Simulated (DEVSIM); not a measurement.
Structure: Si p-i-n diode, at 300 K.

| layer (left to right) | material | thickness (μm) | Nd (cm⁻³) | Na (cm⁻³) | τn (s) | τp (s) |
|---|---|---|---|---|---|---|
| 1 | Si | 1.60 | - | 5.5e18 | 4e-7 | 4e-7 |
| 2 | Si | 11.0 | 4.3e11 | - | 4e-7 | 4e-7 |
| 3 | Si | 4.00 | 2.5e18 | - | 4e-7 | 4e-7 |

Left contact: ohmic. Right contact: ohmic. Voltage is applied to the left contact. Recombination: SRH at mid-gap, radiative, Auger. Mobility is μmin + (μ − μmin)/(1 + (N/Nref)^α).

This is a model device: material constants are rounded textbook-type values typed into the input, and sizes, dopings and lifetimes were drawn at random. Values at 300 K.

| parameter | Si |
|---|---|
| gap (eV) | 1.124 |
| affinity (eV) | 4.05 |
| permittivity | 11.7 |
| Nc (cm⁻³) | 2.86e19 |
| Nv (cm⁻³) | 3.1e19 |
| μn (cm²/Vs) | 1417 |
| μp (cm²/Vs) | 470 |
| μn,min | 52 |
| μp,min | 45 |
| Nref,n | 9.7e16 |
| Nref,p | 2.2e17 |
| αn | 0.68 |
| αp | 0.72 |
| B (cm³/s) | 4.7e-15 |
| Cn (cm⁶/s) | 2.8e-31 |
| Cp (cm⁶/s) | 9.9e-32 |

DEVSIM, 1D drift-diffusion, Boltzmann statistics, complete ionisation; no tunnelling, impact ionisation, image-force lowering or self-heating.

**Question.** Tabulate band edges, carrier densities and field at 0.9 V on the left contact.

**Answer.** Energies count from the Fermi level of the right contact; mesh points crowd at the junctions.

| x (μm) | Ec (eV) | Ev (eV) | n (cm⁻³) | p (cm⁻³) | field (V/cm) |
|---|---|---|---|---|---|
| 0.000 | 0.179 | -0.945 | < 1e2 | 5.5e18 | ≈ 0 |
| 0.05328 | 0.179 | -0.945 | 8.2e14 | 5.5e18 | ≈ 0 |
| 0.2211 | 0.179 | -0.945 | 3.4e15 | 5.5e18 | ≈ 0 |
| 0.7499 | 0.179 | -0.945 | 1.2e16 | 5.5e18 | ≈ 0 |
| 1.426 | 0.180 | -0.944 | 2.2e16 | 5.5e18 | ≈ 0 |
| 1.562 | 0.180 | -0.944 | 2.4e16 | 5.5e18 | ≈ 0 |
| 1.605 | 0.123 | -1.001 | 2.2e17 | 6.2e17 | -29000 |
| 1.720 | 0.110 | -1.014 | 3.7e17 | 3.7e17 | ≈ 0 |
| 2.044 | 0.110 | -1.014 | 3.7e17 | 3.7e17 | ≈ 0 |
| 3.098 | 0.110 | -1.014 | 3.7e17 | 3.7e17 | ≈ 0 |
| 6.523 | 0.111 | -1.013 | 3.6e17 | 3.6e17 | ≈ 0 |
| 11.29 | 0.112 | -1.012 | 3.5e17 | 3.5e17 | ≈ 0 |
| 12.21 | 0.113 | -1.011 | 3.5e17 | 3.5e17 | ≈ 0 |
| 12.50 | 0.113 | -1.011 | 3.5e17 | 3.5e17 | ≈ 0 |
| 12.60 | 0.089 | -1.035 | 8.7e17 | 1.4e17 | -50000 |
| 12.65 | 0.062 | -1.062 | 2.5e18 | 4.8e16 | ≈ 0 |
| 12.81 | 0.062 | -1.062 | 2.5e18 | 4.6e16 | ≈ 0 |
| 13.32 | 0.062 | -1.062 | 2.5e18 | 4.0e16 | ≈ 0 |
| 15.43 | 0.063 | -1.061 | 2.5e18 | 1.4e16 | ≈ 0 |
| 16.25 | 0.063 | -1.061 | 2.5e18 | 4.2e15 | ≈ 0 |
| 16.51 | 0.063 | -1.061 | 2.5e18 | 1.1e15 | ≈ 0 |
| 16.60 | 0.063 | -1.061 | 2.5e18 | < 1e2 | ≈ 0 |
